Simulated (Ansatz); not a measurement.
InP under a change: pressure 22.5 GPa

Take InP in the zinc blende structure (space group F-43m, No. 216; a = 5.907 Å) as the base.

Perturbation: cell and atoms relaxed at a pressure of 22.5 GPa.

The values are results of r2SCAN/PAW in Ansatz (an electronic-structure program), spin-orbit coupling left out, not measurements. k-mesh 10×10×10 (Γ-centred); smearing 0.05 eV (Fermi–Dirac).

```tsv
quantity	base	changed	shift
lattice parameter a	5.907 Å	5.513 Å	-0.394 Å
shortest interatomic distance	2.558 Å	2.387 Å	-0.171 Å
enthalpy H = E + PV relative to the base's energy	–	+3.22 eV/atom	–
band gap	1.03 eV	1.64 eV	+0.61 eV
gap character	direct at Γ	indirect, Γ → X	–
smallest direct gap	1.03 eV	2.19 eV	+1.16 eV
width of the top valence band	2.90 eV	3.95 eV	+1.056 eV
electron mass	0.074 mₑ (at Γ)	1.8 mₑ along k, 0.24 mₑ across (at X)	–
valley order (the lowest conduction-band minima on the path, energy above the VBM, named in the base's zone)	Γ 1.03 eV; L along ⟨111⟩ 1.80 eV; X along ⟨100⟩ 2.04 eV	X along ⟨100⟩ 1.64 eV; Γ 2.19 eV; L along ⟨111⟩ 2.31 eV	–
```

Final structure:

```xyz
2
Lattice="0.0000 2.7563 2.7563 2.7563 0.0000 2.7563 2.7563 2.7563 0.0000" Properties=species:S:1:pos:R:3 pbc="T T T"
P      1.3781     1.3781     1.3781
In     0.0000     0.0000     0.0000
```

Load acts through the strain it causes; cell and atoms are relaxed under it. Masses are band curvatures over ±0.01 Å⁻¹ around the edge. Along k means along the line from Γ to the band edge. Stability against distortions was not tested. Measured, InP leaves this structure (for rock salt) near 9.8 GPa (temperature not stated; as listed in Datta, Sujoy, Jana, Debnarayan, arXiv (2020)).
